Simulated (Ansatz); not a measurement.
Ru, response to strain

The parent structure is Ru in the hcp (Mg type) structure (space group P6_3/mmc, No. 194; relaxed with 0.1 eV smearing).

```
Ru
1.0
    2.70429     0.00000     0.00000
   -1.35214     2.34198     0.00000
    0.00000     0.00000     4.26291
Ru
2
Direct
  0.66667   0.33333   0.75000
  0.33333   0.66667   0.25000
```

Cartesian axes are those of the cell as printed.

Strains are applied to the cell and any free atomic positions relax.

Computed with r2SCAN/PAW in Ansatz (an electronic-structure program), no spin-orbit coupling.

Notes on the quantities. energy relative to the base: free energy F; pressure: mean of the normal stresses, compression positive.

```tsv
change	energy relative to the base	pressure	volume per atom
base	0 meV/atom	0.0 GPa	13.50 Å³
uniaxial strain ε_zz = −3.00 %	___	___	13.09 Å³
uniaxial strain ε_zz = −2.50 %	+19 meV/atom	9.8 GPa	13.16 Å³
uniaxial strain ε_zz = −2.00 %	+12 meV/atom	7.7 GPa	13.23 Å³
uniaxial strain ε_zz = −1.50 %	+6.7 meV/atom	5.6 GPa	13.30 Å³
uniaxial strain ε_zz = −1.00 %	+3.0 meV/atom	3.7 GPa	13.36 Å³
uniaxial strain ε_zz = −0.50 %	+0.7 meV/atom	1.8 GPa	13.43 Å³
```

Q: Fill in the withheld entries from the trend.

A: 
- uniaxial strain ε_zz = −3.00 %, energy relative to the base: +28 meV/atom
- uniaxial strain ε_zz = −3.00 %, pressure: 12.0 GPa

Whether these cells are dynamically stable was not tested. The final runs are not spin-polarised.
